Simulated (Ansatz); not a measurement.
The starting structures come from a database of crystals and need not be the phases stable at ambient conditions.

**Evanescent states of Cd(InSe$_{2}$)$_{2}$ (I-42m, not sure to be the ambient phase, 7 atoms a cell, 29.2 Å³ an atom) along the normal of (110)**

Level of theory: PBEsol (plane waves, PAW; Ansatz, a quantum-chemistry and plane-wave program).

The gap is the functional's own. No spin-orbit coupling. Mid-gap values are interpolated on the energy grid.

Energies count from the valence-band top; κ is the least over a 6×6 mesh across the current.

```json
[
 {"E (eV)": "0.03", "κ (1/Å)": "0.026", "where": "Γ"},
 {"E (eV)": "0.09", "κ (1/Å)": "0.043", "where": "Γ"},
 {"E (eV)": "0.15", "κ (1/Å)": "0.053", "where": "Γ"},
 {"E (eV)": "0.21", "κ (1/Å)": "0.059", "where": "Γ"},
 {"E (eV)": "0.27", "κ (1/Å)": "0.063", "where": "Γ"},
 {"E (eV)": "0.33", "κ (1/Å)": "0.065", "where": "Γ"},
 {"E (eV)": "0.39", "κ (1/Å)": "0.065", "where": "Γ"},
 {"E (eV)": "0.45", "κ (1/Å)": "0.063", "where": "Γ"},
 {"E (eV)": "0.51", "κ (1/Å)": "0.060", "where": "Γ"},
 {"E (eV)": "0.57", "κ (1/Å)": "0.054", "where": "Γ"},
 {"E (eV)": "0.63", "κ (1/Å)": "0.044", "where": "Γ"},
 {"E (eV)": "0.69", "κ (1/Å)": "0.027", "where": "Γ"}
]
```

Problem. How thick must the barrier be to attenuate the transmission by 10^8 when the electrodes' Fermi level lies at 0.15 eV, and what attenuation does that film give at 0.21 eV?

Solution. d = 8 ln 10 / (2 × 0.053) = 173.8 Å. At 0.21 eV it gives 8 × 0.059/0.053 = 8.9 decades.
